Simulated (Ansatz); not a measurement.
Consider VN in the rock salt structure (space group Fm-3m, No. 225; a = 4.075 Å; relaxed with 0.1 eV smearing). Axes: x, y, z lie along the cube axes.

Calculations: PBEsol/PAW in Ansatz (a first-principles code), without spin-orbit coupling, earlier PAW set.

It is then changed as follows: the cell is stretched by 5.19 % along y with no lateral relaxation, atoms relaxed at fixed cell.

Problem. Predict the stress tensor and what it implies for the stiffness.

Solution. Stress of the strained cell less that of the base (GPa, compression positive):
```
   -8.0     0.0     0.0
    0.0   -25.6     0.0
    0.0     0.0    -8.0
```

Then −Δσ_ii/ε with ε = 0.0519 gives secant stiffness values (nonlinear terms included at this strain): C22 ≈ 493 GPa, C12 ≈ 154 GPa and C23 ≈ 154 GPa.

As a check, the harmonic strain energy −½ V₀ Δσ:ε is 35 meV/atom; the computed energy rise is 39 meV/atom.

No phonon test of stability was made. The final runs are not spin-polarised.
